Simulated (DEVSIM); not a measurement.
# Schottky contact on n-type GaN

Device: Schottky contact on n-type GaN, at 300 K.

```csv
layer (left to right),material,thickness (μm),Nd (cm⁻³),τn (s),τp (s)
1,GaN,4.40,1.2e17,8.7e-9,8.7e-9
```

Left contact: Schottky, work function 5.7 eV, emission velocity 7.7e6 cm/s. Right contact: ohmic. Voltage is applied to the left contact. Recombination: SRH at mid-gap, Auger. Mobility is μmin + (μ − μmin)/(1 + (N/Nref)^α).

This is a model device: material constants are rounded textbook-type values typed into the input, and sizes, dopings and lifetimes were drawn at random. Values at 300 K.

| parameter | GaN |
|---|---|
| gap (eV) | 3.43 |
| affinity (eV) | 4.1 |
| permittivity | 9.5 |
| Nc (cm⁻³) | 2.3e18 |
| Nv (cm⁻³) | 4.6e19 |
| μn (cm²/Vs) | 1200 |
| μp (cm²/Vs) | 100 |
| μn,min | 55 |
| μp,min | 3 |
| Nref,n | 2e17 |
| Nref,p | 3e17 |
| αn | 1 |
| αp | 2 |
| Cn (cm⁶/s) | 1e-30 |
| Cp (cm⁶/s) | 1e-30 |

DEVSIM, 1D drift-diffusion, Boltzmann statistics, complete ionisation; no tunnelling, impact ionisation, image-force lowering or self-heating. Metal contacts follow the ideal Schottky-Mott rule: no Fermi-level pinning, no interface dipoles.

* **Potential step across the device at zero bias**: 1.524 V
* **Largest field in the device at zero bias**: 260000 V/cm
* **Dark forward voltage at 1 A/cm²**: 1.218 V
* **Dark forward voltage at 100 A/cm²**: 1.342 V

Dark forward current:

| V (V) | J (A/cm²) |
|---|---|
| 0.40 | 1.9e-14 |
| 0.45 | 1.3e-13 |
| 0.50 | 9.0e-13 |
| 0.55 | 6.2e-12 |
| 0.65 | 3.0e-10 |
| 0.70 | 2.0e-9 |
| 0.75 | 1.4e-8 |
| 0.80 | 9.8e-8 |
| 0.85 | 6.7e-7 |
| 0.90 | 4.6e-6 |
| 1.00 | 0.00022 |
| 1.05 | 0.0015 |
| 1.10 | 0.010 |
| 1.15 | 0.072 |
| 1.20 | 0.50 |
| 1.25 | 3.4 |
| 1.35 | 140 |
| 1.40 | 560 |
| 1.45 | 1400 |
| 1.50 | 2600 |

Small-signal capacitance in reverse bias (quasi-static):

```csv
V (V),C (nF/cm²)
-0.2,69.0
-0.5,63.6
-1,56.9
-1.5,51.9
-2,48.1
-3,42.4
-4,38.4
-5,35.3
-6.5,31.8
-8,29.2
-10,26.5
```
